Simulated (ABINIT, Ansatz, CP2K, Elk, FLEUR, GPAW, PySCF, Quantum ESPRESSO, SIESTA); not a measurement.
# One structure in several programs: KBr (Fm-3m, 2 atoms in the cell)

Self-consistent single point.

```
CELL_PARAMETERS angstrom
      0.00000     3.30000     3.30000
      3.30000     0.00000     3.30000
      3.30000     3.30000     0.00000
ATOMIC_POSITIONS crystal
  K  0.00000 0.00000 0.00000
  Br 0.50000 0.50000 0.50000
```

All programs got the same cell, k-point mesh and kind of occupations (in Ansatz's words: kpoints.mp_grid.grid = 6 6 6; scf.occupations.method = fermi_dirac; scf.occupations.width = 0.05 eV); potentials, basis and cutoffs are each program's usual ones.

| code | model | pressure (GPa) | gap on the mesh (eV) | k-points | cutoff |
|---|---|---|---|---|---|
| FLEUR | PBE, all-electron FLAPW (FLEUR), scalar-relativistic valence | – | 4.436 | 16 | Kmax 4.5 1/bohr |
| Quantum ESPRESSO | PBE, PSlibrary PAW (PBE) pseudopotentials | 0.66 | 4.435 | 16 | 55 Ry |
| Elk | PBE, all-electron FP-LAPW, Elk's shipped species files, APW+lo basis with extra local orbitals | – | 4.441 | 16 | rgkmax 8 |
| SIESTA | GGA PBE, numerical atomic orbitals DZP, PseudoDojo PBE standard norm-conserving potentials (rewritten from UPF to PSML) | 1.24 | 4.385 | 132 | grid 350 Ry |
| PySCF | PBE, Gaussian basis gth-dzvp-molopt-sr, GTH pseudopotentials gth-pbe, FFT density fitting with multigrid | – | 4.518 | 216 | grid 60 Ha |
| CP2K | PBE, GPW, DZVP-MOLOPT-SR-GTH basis, GTH-PBE potentials (GTH_POTENTIALS) | 0.91 | 4.516 | 216 | grid 500 Ry |
| ABINIT | PBE, PAW (JTH v2.0 PBE PAW) | 0.74 | 4.432 | 16 | 21 Ha |
| Ansatz | PBE, default PAW files | 0.71 | 4.435 | 16 | 420 eV |
| GPAW | PBE, GPAW PAW datasets PBE (gpaw-data 1.0.1) | 0.67 | 4.442 | 16 | 550 eV |

A dash marks a value that a program does not give, or that is left out as unsure.

Gaps are read on the mesh.

The spread over the programs that give each value: pressure within 0.58 GPa; gap on the mesh within 0.133 eV.

The starting cell has typed, rounded lattice constants, without a prior relaxation at this level.

**Question.** Why do the programs differ, and what cannot be compared?

**Answer.** Differences of this kind can come from the potentials, where these differ, and from what each basis and cutoff leave unconverged. The valence holds different numbers of electrons (FLEUR 26, Quantum ESPRESSO 16, SIESTA 16, PySCF 16, CP2K 16, ABINIT 16, Ansatz (a quantum-chemistry and plane-wave program) 16, GPAW 16). The zero of total energies and Fermi levels follows the potentials and each program's conventions, so they are not compared here. SIESTA, PySCF and CP2K use small atom-centred bases, whose incompleteness enters pressures, forces and empty levels differently from a plane-wave cutoff. FLEUR and Elk treat all electrons, but the usual bases taken here (sphere radii, linearisation, local orbitals, empty states) were not tested for convergence, so the values are no reference for the others. Ansatz's pressure is given at a fixed set of plane waves, as the other plane-wave codes print theirs. The programs reduce the same mesh by symmetry to different extents, which changes the work and not the result.

Keys are those of Ansatz 0.2.
